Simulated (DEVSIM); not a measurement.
Device: Schottky contact on n-type GaN, at 500 K.

Layer 1 from the left is GaN, thickness (μm) 15.0, Nd (cm⁻³) 1.1e15, τn (s) 1.6e-9, τp (s) 1.6e-9.

Left contact: Schottky, work function 5.23 eV, emission velocity 3.3e6 cm/s. Right contact: ohmic. Voltage is applied to the left contact. Recombination: SRH at mid-gap. Mobility is constant in doping.

This is a model device: material constants are rounded textbook-type values typed into the input, and sizes, dopings and lifetimes were drawn at random. Values at 300 K; Nc and Nv go as T^1.5, mobilities as T to minus their exponent, the gap by Varshni's rule with the affinity fixed.

GaN: gap (eV) 3.43, affinity (eV) 4.1, permittivity 9.5, Nc (cm⁻³) 2.3e18, Nv (cm⁻³) 4.6e19, μn (cm²/Vs) 1200, μp (cm²/Vs) 100, T exponent of μn 1.5, T exponent of μp 2, Varshni α (eV/K) 0.00091, Varshni β (K) 830.

DEVSIM, 1D drift-diffusion, Boltzmann statistics, complete ionisation; no tunnelling, impact ionisation, image-force lowering or self-heating. Metal contacts follow the ideal Schottky-Mott rule: no Fermi-level pinning, no interface dipoles.

Dark forward current:

```
|V| (V)  |J| (A/cm²)
-------  -----------
0.05        1.712e-5
0.10        7.096e-5
0.15       0.0002403
0.20       0.0007721
0.25        0.002438
0.30        0.007630
0.35         0.02366
0.40         0.07215
0.45          0.2117
0.50          0.5709
0.55           1.332
0.60           2.600
0.65           4.331
0.70           6.413
0.75           8.742
0.80           11.25
0.85           13.88
0.90           16.61
0.95           19.41
1.00           22.27
1.05           25.17
1.10           28.11
1.15           31.09
1.20           34.09
1.25           37.11
1.30           40.16
```

Task: Work out the local ideality factor n = ΔV / (kT/q · ln(J2/J1)) between the rows 0.20 and 0.25 V, 1.25 and 1.30 V.

Result: kT/q = 43.09 mV. From 0.20 to 0.25 V: ln(0.002438/0.0007721) = 1.150, n = 1.01, near the 1 of diffusion or emission over a barrier. From 1.25 to 1.30 V: ln(40.16/37.11) = 0.079, n = 14.69; the layers' resistance at their doping, Σ W/(qμN) = 0.015 Ω cm², would take 47 mV of this step of 50 mV.

Task: Estimate the current at 0.30 V for emission alone, J0 = q v N_band exp(−φB/kT), and read the barrier back from the simulated current.

Result: φB = 1.130 eV, N_band = 4.95e18 cm⁻³, J0 = 1.07e-5 A/cm²; J = J0 (exp(qV/kT) − 1) = 0.0113 A/cm². The simulation gives 0.00763 A/cm²; the estimate lies 48 % above. Read backwards, the simulated current gives an apparent barrier of 1.147 eV. The estimate leaves out transport through the depletion region and minority injection.
